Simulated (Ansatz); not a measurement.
Here is the system:

End structure of Br on the 1x1 (110) surface of bcc Ta, one in a 2x2 cell, started at the site 'bridge Ta-Ta (span 3.3 Å)':

```
CELL_PARAMETERS angstrom
      5.74873     0.00000     0.00000
     -1.91624     5.41995     0.00000
      0.00000     0.00000    26.50000
ATOMIC_POSITIONS crystal
  Ta 0.25000 0.25000 0.37115
  Ta 0.25000 0.75000 0.37115
  Ta 0.75000 0.25000 0.37115
  Ta 0.75000 0.75000 0.37115
  Ta 0.00000 0.00000 0.45545
  Ta 0.00000 0.50000 0.45545
  Ta 0.50000 0.00000 0.45545
  Ta 0.50000 0.50000 0.45545
  Ta 0.25000 0.25000 0.54596
  Ta 0.25000 0.75000 0.54451
  Ta 0.75000 0.25000 0.54451
  Ta 0.75000 0.75000 0.54238
  Ta 0.97990 0.97990 0.63076
  Ta 0.99889 0.50111 0.62890
  Ta 0.50111 0.99889 0.62890
  Ta 0.52010 0.52010 0.63076
  Br 0.25000 0.25000 0.70583
```

Slab: 17 atoms, 6.8 Å thick at the start under the adsorbate (thin: gaps and levels are the slab's own); k 5x5x1, smearing 0.1 eV, dipole-corrected; 8 atoms held, the rest relaxed; symmetry of the start imposed; no spin, no spin-orbit, no U, no dispersion correction. At the end it is bonded to 4 Ta. In PBE it is, or lies within 0.03 eV of, the lowest of the starts that converged.

A negative adsorption energy means that the adsorbate is more stable on the surface than in its reference.

Q: Give the change of the work function at the level PBE in Ansatz (a quantum-chemistry and plane-wave program).

A: -0.63 eV

Q: Estimate the adsorption energy against ½ Br2(g) that PBE returns for this input.

A: -2.92 eV

Q: What is the computed change of the step from the bottom to the top vacuum level, against the clean slab (PBE)?

A: -0.62 eV

Q: Estimate the work function of the top face that PBE returns for this input.

A: 4.14 eV
